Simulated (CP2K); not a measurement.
# How far to go with shifted k-point meshes: CrBrO (Pmm2, 6 atoms in the cell)

```yaml
crystal:
  lattice:
    - [3.36944, 0.00000, 0.00000]
    - [0.00000, 3.96850, 0.00000]
    - [0.00000, 0.00000, 8.91362]
  atoms:
    - { symbol: Cr, position: [0.00000, 0.00000, 0.60014], spin: 3.0 }
    - { symbol: Cr, position: [0.50000, 0.50000, 0.40547], spin: 3.0 }
    - { symbol: Br, position: [0.00000, 0.50000, 0.19431] }
    - { symbol: Br, position: [0.50000, 0.00000, 0.80569] }
    - { symbol: O, position: [0.50000, 0.00000, 0.45432] }
    - { symbol: O, position: [0.00000, 0.50000, 0.54568] }
```
(The spins are starting values, not results.)

Computed with PBEsol, GPW, DZVP-MOLOPT-SR-GTH basis, GTH-PBE potentials (GTH_POTENTIALS) in CP2K.

Base settings: UKS = T; CUTOFF = 600 Ry; REL_CUTOFF = 60 Ry; SMEAR/METHOD = FERMI_DIRAC; ELECTRONIC_TEMPERATURE = 232.09 K; KPOINTS/SCHEME = MONKHORST-PACK 3 3 2; GAMMA_CENTERED = T; XC_FUNCTIONAL = PBE:PBESOL; Cr/BASIS_SET = DZVP-MOLOPT-SR-GTH-q14; Cr/POTENTIAL = GTH-PBE-q14.

In this ladder: GAMMA_CENTERED = default.

Only quantities that move along the ladder and can be compared are tabulated.

The starting cell comes from a database of computed structures (which also holds hypothetical and non-ambient phases and stackings), without a prior relaxation at this level. Its lattice was rescaled by up to half a per cent. One atom was moved a little off its site on purpose. The magnetic order is the one reached from the typed start; others were not searched systematically. Values carry the incompleteness of an atom-centred basis. The potentials were made for another functional than the one used. In the base run, with a pressure of about -7 GPa the cell is away from its equilibrium volume at this level. In the base run, forces exceed 1 eV/Å.

```tsv
KPOINTS/SCHEME	free energy less the last step's (meV/atom)	pressure (GPa)	largest difference of a force vector from the last step's (eV/Å)
MACDONALD 2 2 1 0 0 0.5	-84.74	-8.44	0.301
MACDONALD 3 2 1 0.1666666667 0 0.5	-50.47	-7.92	0.203
MACDONALD 3 3 1 0.1666666667 0.1666666667 0.5	-14.81	-7.42	0.046
MACDONALD 3 3 2 0.1666666667 0.1666666667 0	-16.94	-7.48	0.042
MACDONALD 4 3 2 0 0.1666666667 0	-10.57	-7.40	0.010
MONKHORST-PACK 4 4 2	-4.64	-7.35	0.007
MACDONALD 5 4 2 0.1 0 0	-2.98	-7.33	0.004
MACDONALD 5 5 2 0.1 0.1 0	-1.47	-7.32	0.004
MACDONALD 6 5 2 0 0.1 0	-1.03	-7.31	0.002
MACDONALD 6 5 3 0 0.1 0.1666666667	-1.02	-7.31	0.002
MACDONALD 7 6 3 0.07142857143 0 0.1666666667	-0.36	-7.30	0.002
MACDONALD 8 7 3 0 0.07142857143 0.1666666667	-0.13	-7.30	0.001
MACDONALD 8 7 4 0 0.07142857143 0	-0.13	-7.30	0.001
MACDONALD 9 8 4 0.05555555556 0 0	-0.04	-7.30	0.000
MACDONALD 10 9 4 0 0.05555555556 0	0.00	-7.30	0.000
```

Coarsest KPOINTS/SCHEME that holds the pressure within 0.5 GPa of the last step, with all finer ones: MACDONALD 3 3 1 0.1666666667 0.1666666667 0.5; the step before is off by 0.62 GPa.

Coarsest KPOINTS/SCHEME that holds the free energy within 2 meV/atom of the last step, with all finer ones: MACDONALD 5 5 2 0.1 0.1 0; the step before is off by 3.0 meV/atom.

Coarsest KPOINTS/SCHEME that holds the forces within 0.02 eV/Å of the last step, with all finer ones: MACDONALD 4 3 2 0 0.1666666667 0; the step before is off by 0.042 eV/Å.
